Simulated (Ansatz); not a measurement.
## TiSi2 under a change: strain tensor (xx, yy, zz, yz, xz, xy) = (−0.51, +1.13, −0.09, +0.75, +2.19, −1.65) %

Start from TiSi2 (space group Fddd, No. 70; a = 4.7791 Å, b = 8.2295 Å, c = 8.5206 Å). Axes: x, y, z lie along a, b, c of the conventional cell.

Modification: the symmetric strain tensor [-0.0051 -0.0165 0.0219; -0.0165 0.0113 0.0075; 0.0219 0.0075 -0.0009]; the atoms relax in the strained cell.

Level of theory: r2SCAN in Ansatz (plane waves to 500 eV, PAW, no SOC). k-mesh 13×13×13 (Γ-centred); smearing 0.05 eV (Fermi–Dirac).

```json
[
 {"quantity": "volume per atom", "base": "13.96 Å³", "changed": "14.02 Å³", "shift": "+0.06 Å³"},
 {"quantity": "space group", "base": "Fddd (No. 70)", "changed": "P-1 (No. 2)", "shift": "–"},
 {"quantity": "energy relative to the base (free energy F)", "base": "0 meV/atom", "changed": "+18 meV/atom", "shift": "+18 meV/atom"},
 {"quantity": "pressure (mean of the normal stresses, compression positive)", "base": "0.0 GPa", "changed": "-0.1 GPa", "shift": "-0.1 GPa"},
 {"quantity": "band gap", "base": "zero", "changed": "zero", "shift": "–"},
 {"quantity": "largest internal atomic displacement", "base": "–", "changed": "0.044 Å", "shift": "–"},
 {"quantity": "stress (xx, yy, zz, yz, xz, xy; compression positive) (rough)", "base": "–", "changed": "(2.1, -3.3, 0.8, -1.2, -4.9, 4.1) GPa", "shift": "–"}
]
```

Final structure:

```
TiSi2
1.0
    0.02519     4.19301     4.28712
    2.47047    -0.00769     4.30868
    2.30949     4.12184     0.08287
Si Ti
4 2
Direct
  0.65796   0.34295   0.65789
  0.33546   0.66419   0.33091
  0.59204   0.90705   0.59211
  0.91454   0.58581   0.91909
  0.99772   0.00555   0.99233
  0.25228   0.24445   0.25767
```

Cost of the whole job for the changed cell (relaxation, final SCF and bands): roughly 17 core-minutes.

Without a gap, meshes like the base's 13×13×13 leave anisotropic stresses uncertain by several tenths of a GPa, and small strain energies with them. No phonon test of stability was made. The final runs are not spin-polarised.

Ansatz is a quantum-chemistry and plane-wave program.
